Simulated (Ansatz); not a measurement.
## L1₂ (Cu3Au-type) Ni₃Fe

Method: r²SCAN+rVV10 in Ansatz (PAW).

Numerical settings: plane-wave cutoff 500 eV, 16×16×16 k mesh, Fermi–Dirac smearing 0.1 eV, spin-polarised with parallel moments, scalar-relativistic PAW data made under PBE.

Cell: relaxed at this level.

| Quantity | Value |
|---|---|
| volume per atom | 10.74 Å³/atom |
| equilibrium lattice constant a | 3.502 Å |
| magnetic moment (largest site, within a sphere) | 3.17 μB |

Measured, for comparison: lattice constant a 3.545 Å (temperature not stated, copied from a table, unchecked, no zero-point or thermal correction; as tabulated in Mineralogical Magazine 44, 225 (1981)). Computed (rounded) less measured: lattice constant a not scored (unchecked). A static lattice is as a rule a little smaller and stiffer than an uncorrected measurement, which narrows the difference in the lattice constant a and would widen misses of the other sign.

Moments are spin moments.

Computed values are for the static lattice.

The result took roughly 8 core-minutes.

Ansatz is a first-principles code.
